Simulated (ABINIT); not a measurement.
**ABINIT run on KLi2H3O3 (P2_1/m, 18 atoms in the cell): self-consistent single point**

Method of the run: LDA (PW92), PAW (JTH v2.0 LDA PAW) (plane waves; ABINIT).

The input file:

```
# KLi2(HO)3, JTH v2.0 LDA PAW
pp_dirpath "./"
pseudos "K.LDA_PW-JTH.xml, Li.LDA_PW-JTH.xml, H.LDA_PW-JTH.xml, O.LDA_PW-JTH.xml"
acell 5.8755260000 5.2482560000 6.4247920392 Angstrom
rprim
         1.0000000000    0.0000000000   -0.0000000000
         0.0000000000    1.0000000000    0.0000000000
        -0.2273584874    0.0000000000    0.9738111307
natom 18
ntypat 4
znucl 19 3 1 8
typat 1 1 2 2 2 2 3 3 3 3 3 3 4 4 4 4 4 4
xcart
         0.5451285953    3.9361920000    1.5990449597
         3.8696664047    1.3120640000    4.6574890403
         3.5805660575    0.0250866637    1.1094711742
         0.8342289425    5.2231693363    5.1470628258
         0.8342289425    2.6492146637    5.1470628258
         3.5805660575    2.5990413363    1.1094711742
         3.2300684507    3.9361920000    5.5460419990
         1.1847265493    1.3120640000    0.7104920010
         4.7964495167    3.9361920000    4.1442029909
        -0.3816545167    1.3120640000    2.1123310091
         2.8665298222    3.9361920000    3.3433666389
         1.5482651778    1.3120640000    2.9131673611
         2.2617526462    3.9361920000    5.7943012681
         2.1530423538    1.3120640000    0.4622327319
        -0.6920082430    3.9361920000    5.0600344378
         5.1068032430    1.3120640000    1.1964995622
         3.4123281562    3.9361920000    2.5248868610
         1.0024668438    1.3120640000    3.7316471390
      Angstrom
ecut 30
pawecutdg 60
pawovlp -1
ixc 7
occopt 1
nband 40
kptopt 1
ngkpt 3 3 3
nshiftk 1
shiftk 0 0 0
nstep 80
tolvrs 1.0e-10
diemac 4
prtwf 0
prtden 0
prtvol 1
```

The program printed (abridged):

```
 Symmetries : space group P2_1/m (# 11); Bravais mP (primitive monocl.)

 -outvars: echo values of preprocessed input variables --------
            acell      1.1103135027E+01  9.9177665153E+00  1.2141097415E+01 Bohr
           diemac      4.00000000E+00
             ecut      3.00000000E+01 Hartree
              ixc           7
         kptrlatt        3    0    0      0    3    0      0    0    3
          kptrlen      2.97532995E+01
            natom          18
            nband          40
            ngfft          60      50      60
          ngfftdg          80      72      90
             nkpt          10
            nstep          80
             nsym           4
           ntypat           4
        pawecutdg      6.00000000E+01 Hartree
          pawovlp     -1.0000000000E+00
            rprim      1.0000000000E+00  0.0000000000E+00 -0.0000000000E+00
                       0.0000000000E+00  1.0000000000E+00  0.0000000000E+00
                      -2.2735848740E-01  0.0000000000E+00  9.7381113070E-01
          spgroup          11
           tolvrs      1.00000000E-10
            typat      1  1  2  2  2  2  3  3  3  3  3  3  4  4  4  4  4  4
           useylm           1
             xred      1.5631999999E-01  7.5000000000E-01  2.5557999999E-01
                       8.4367999999E-01  2.5000000000E-01  7.4441999998E-01
                       6.5348999999E-01  4.7800000038E-03  1.7732999999E-01
                       3.4650999998E-01  9.9522000000E-01  8.2266999998E-01
                       3.4650999998E-01  5.0478000000E-01  8.2266999998E-01
                       6.5348999999E-01  4.9522000000E-01  1.7732999999E-01
                       7.7012999997E-01  7.5000000000E-01  8.8643999998E-01
                       2.2987000000E-01  2.5000000000E-01  1.1355999999E-01
                       9.8101999997E-01  7.5000000000E-01  6.6237999998E-01
                       1.8979999999E-02  2.5000000000E-01  3.3761999999E-01
                       6.2072999999E-01  7.5000000000E-01  5.3437999998E-01
                       3.7926999999E-01  2.5000000000E-01  4.6561999999E-01
                       6.1518999997E-01  7.5000000000E-01  9.2611999997E-01
                       3.8481000000E-01  2.5000000000E-01  7.3879999994E-02
                       8.3289999980E-02  7.5000000000E-01  8.0875999997E-01
                       9.1670999999E-01  2.5000000000E-01  1.9124000000E-01
                       6.8109999998E-01  7.5000000000E-01  4.0355999998E-01
                       3.1889999999E-01  2.5000000000E-01  5.9643999999E-01
            znucl       19.00000    3.00000    1.00000    8.00000

== DATASET  1 ==================================================================

 Exchange-correlation functional for the present dataset will be:
  LDA: Perdew-Wang 92 LSD fit to Ceperley-Alder data - ixc=7
 Citation for XC functional:
  J.P.Perdew and Y.Wang, PRB 45, 13244 (1992)

 Real(R)+Recip(G) space primitive vectors, cartesian coordinates (Bohr,Bohr^-1):
 R(1)= 11.1031350  0.0000000  0.0000000  G(1)=  0.0900647  0.0000000  0.0210277
 R(2)=  0.0000000  9.9177665  0.0000000  G(2)=  0.0000000  0.1008292  0.0000000
 R(3)= -2.7603815  0.0000000 11.8231358  G(3)=  0.0000000  0.0000000  0.0845799
 Unit cell volume ucvol=  1.3019436E+03 bohr^3
 Angles (23,13,12)=  9.00000000E+01  1.03141605E+02  9.00000000E+01 degrees

 Coarse grid specifications (used for wave-functions):

 getcut: wavevector=  0.0000  0.0000  0.0000  ngfft=  60  50  60
         ecut(hartree)=     30.000   => boxcut(ratio)=   2.00440

 Fine grid specifications (used for densities):

 getcut: wavevector=  0.0000  0.0000  0.0000  ngfft=  80  72  90
         ecut(hartree)=     60.000   => boxcut(ratio)=   2.06635

   5.65026992E+03                                ecore*ucvol(ha*bohr**3)

_setup2: Arith. and geom. avg. npw (full set) are   10212.111   10212.098

--- !BeginCycle
solver: {iscf: 17, nstep: 80, nline: 4, wfoptalg: 10, }
tolerances: {tolvrs: 1.00E-10, }
...

     iter   Etot(hartree)      deltaE(h)  residm     nres2
 ETOT  1  -187.27532080068    -1.873E+02 9.147E-01 2.086E+02
 ETOT  2  -187.78186023677    -5.065E-01 1.498E-02 1.700E+02
 ETOT  3  -187.62739831092     1.545E-01 8.158E-03 1.364E+01
 ETOT  4  -187.61464472572     1.275E-02 2.991E-03 4.075E+00
 ETOT  5  -187.61013191289     4.513E-03 3.382E-03 1.688E-01
 ETOT  6  -187.60996475558     1.672E-04 1.168E-03 2.625E-02
 ETOT  7  -187.60991647066     4.828E-05 8.030E-04 4.105E-03
 ETOT  8  -187.60990603773     1.043E-05 4.080E-04 1.534E-03
 ETOT  9  -187.60990386728     2.170E-06 4.088E-04 3.479E-04
 ETOT 10  -187.60990357448     2.928E-07 1.752E-04 1.674E-05
 ETOT 11  -187.60990352851     4.597E-08 1.630E-04 2.307E-06
 ETOT 12  -187.60990352791     5.981E-10 9.449E-05 6.371E-07
 ETOT 13  -187.60990352751     4.029E-10 8.955E-05 2.945E-07
 ETOT 14  -187.60990352731     2.049E-10 4.864E-05 6.140E-08
 ETOT 15  -187.60990352726     4.331E-11 4.681E-05 5.651E-09
 ETOT 16  -187.60990352726    -1.194E-12 2.455E-05 3.105E-09
 ETOT 17  -187.60990352726     5.400E-13 2.383E-05 2.024E-10
 ETOT 18  -187.60990352726     2.160E-12 1.232E-05 1.115E-10
 ETOT 19  -187.60990352726    -7.105E-13 1.200E-05 1.259E-11

 At SCF step   19       nres2   =  1.26E-11 < tolvrs=  1.00E-10 =>converged.

 Cartesian components of stress tensor (hartree/bohr^3)
  sigma(1 1)=  2.47778358E-04  sigma(3 2)=  0.00000000E+00
  sigma(2 2)=  2.15249616E-04  sigma(3 1)=  3.14799388E-06
  sigma(3 3)=  2.51633498E-04  sigma(2 1)=  0.00000000E+00

 ----iterations are completed or convergence reached----

 reduced coordinates (array xred) for   18 atoms
       0.156319999986      0.750000000000      0.255579999988
       0.843679999988      0.250000000000      0.744419999979
       0.653489999993      0.004780000004      0.177329999991
   [... 15 lines left out ...]
 cartesian forces (eV/Angstrom) at end:
    1     -0.05068466860071    -0.00000000000000    -0.12273191215775
    2      0.05068466860071    -0.00000000000000     0.12273191215775
    3      0.01103079328565    -0.00136309921421     0.02096289852787
   [... 15 lines left out ...]
 frms,max,avg= 1.2192701E-01 2.9656815E-01   0.000E+00  0.000E+00  0.000E+00 e/A
 length scales= 11.103135026649  9.917766515274 12.141097414832 bohr
              =  5.875526000000  5.248256000000  6.424792039200 angstroms
 Fermi (or HOMO) energy (hartree) =  -0.02515   Average Vxc (hartree)=  -0.32926
 Eigenvalues (hartree) for nkpt=  10  k points:
 kpt#   1, nband= 40, wtk=  0.03704, kpt=  0.0000  0.0000  0.0000 (reduced coord)
  -1.53665   -1.53568   -1.53503   -1.53419   -1.04246   -1.04213   -0.63877   -0.63389
  -0.62455   -0.62161   -0.61680   -0.61629   -0.44493   -0.44491   -0.44373   -0.44368
  -0.44294   -0.44214   -0.19906   -0.19838   -0.17781   -0.17006   -0.16696   -0.15717
  -0.07862   -0.06305   -0.05744   -0.05718   -0.05175   -0.04428   -0.04217   -0.04062
  -0.04043   -0.03632   -0.03014   -0.02515    0.11470    0.19722    0.23496    0.23829
 prteigrs : prtvol=0 or 1, do not print more k-points.

--- !EnergyTerms
comment             : Components of total free energy in Hartree
kinetic             :  7.10269461983457E+01
hartree             :  5.29663523424064E+01
xc                  : -2.96226760272819E+01
Ewald energy        : -1.14959677843896E+02
psp_core            :  4.33987295086116E+00
local_psp           : -1.69299868226072E+02
spherical_terms     : -2.06085277206739E+00
total_energy        : -1.87609903377704E+02
total_energy_eV     : -5.10512509674822E+03
...

-Cartesian components of stress tensor (GPa)         [Pressure= -7.0087E+00 GPa]
- sigma(1 1)=  7.28988974E+00  sigma(3 2)=  0.00000000E+00
- sigma(2 2)=  6.33286127E+00  sigma(3 1)=  9.26171621E-02
- sigma(3 3)=  7.40331186E+00  sigma(2 1)=  0.00000000E+00

 Calculation completed.
```

The run converged in 19 iterations.

The starting cell comes from a database of computed structures (which also holds hypothetical and non-ambient phases and stackings), without a prior relaxation at this level. Its lattice was rescaled by a random factor within 2.5 % of one. With a pressure of about -7 GPa the cell is away from its equilibrium volume at this level.

These are the values that this program gave, and no reference: the one-centre exchange-correlation terms come from a truncated expansion.

Cost on one core of a shared machine: roughly 8 min.
